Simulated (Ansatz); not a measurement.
Consider interstitial O in rutile TiO2, charge state -2. The step: a concerted move, in which O travels most; the atom moves 1.09 Å along (0.01, 0.17, -0.25) of the unit cell; the moving atom starts with neighbours O at 2.12, 2 O at 2.31, O at 2.49, 2 O at 2.61, O at 2.65; Ti at 2.04, 2 Ti at 2.07, Ti at 2.12 Å and ends with 4 O at 2.27; Ti at 2.09, 2 Ti at 2.10, Ti at 2.11 Å. A PBE band in Ansatz (plane-wave PAW, one k-point at (0.250, 0.250, 0.250), 72 host sites, 93 SCF runs with any check of the saddle's order, static, no finite-size correction) gives a forward barrier of 0.51 eV. The saddle point's order was not checked. The charge state is imposed; whether it is stable for some Fermi level was not computed. Sites that were not tried may lie lower.

Single points at the band's start and saddle point can refine it. Rough cost of one point, in units of the band's mean SCF on the same machine:

```tsv
Level	Cost of one point
PBE, a 2×2×2 k-point mesh shifted by half a step	about 3
r2SCAN at 500 eV, one k-point at (0.250, 0.250, 0.250)	about 2
```

Problem. Which of these move the barrier by more than 0.1 eV, and how far does each move it?

Solution. Not one does. PBE, a 2×2×2 k-point mesh shifted by half a step: 0.00 eV; r2SCAN at 500 eV, one k-point at (0.250, 0.250, 0.250): -0.02 eV. Each functional is compared with PBE at the same k-points.

Ansatz is a first-principles code.
